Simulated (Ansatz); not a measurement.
# BAs: x(Li) = 0.333, 6 atoms, P3m1

Take BAs in the zinc blende structure (space group F-43m, No. 216; a = 4.7677 Å) as the base.

The other end (x = 1) is LiAs in the zinc blende structure (space group F-43m, No. 216; a hypothetical phase, not in the database extracts checked): 22.17 Å³/atom, gap zero; this end may not be an ambient phase.

One thing is altered: Li replaces 33.3 % of the B, ordered in a cell of 6 atoms (starting symmetry P3m1) and fully relaxed.

Computed with PBEsol, PAW, 420 eV (Ansatz, a program for electronic structure; no spin-orbit coupling), earlier PAW set. Settings: 16×16×5 k-points, 0.05 eV Fermi–Dirac smearing, for the changed cell.

- Volume per atom: 15.62 Å³ (base 13.55 Å³)
- Density: 4.49 g/cm³ (base 5.25 g/cm³)
- Shortest interatomic distance: 2.016 Å (base 2.064 Å)
- Band gap: zero (base 1.08 eV)
- Mixing energy: -0.19 eV/atom (to 0.01 eV only: unlike meshes or grids) (against an end that may be hypothetical)
- Deviation of the volume from the linear (Vegard-type) interpolation: -4.9 %
- Mean first-shell distances: B–As 2.051 Å (end compound 2.064 Å), Li–As 2.595 Å (end compound 2.433 Å)

Each cell is one ordered arrangement of few atoms, which overstates ordering effects compared with a random alloy. Stability against distortions was not tested. The final runs are not spin-polarised. Under x(Li) = 0.333, 6 atoms, P3m1 the cell changed shape so far that it is another structure.
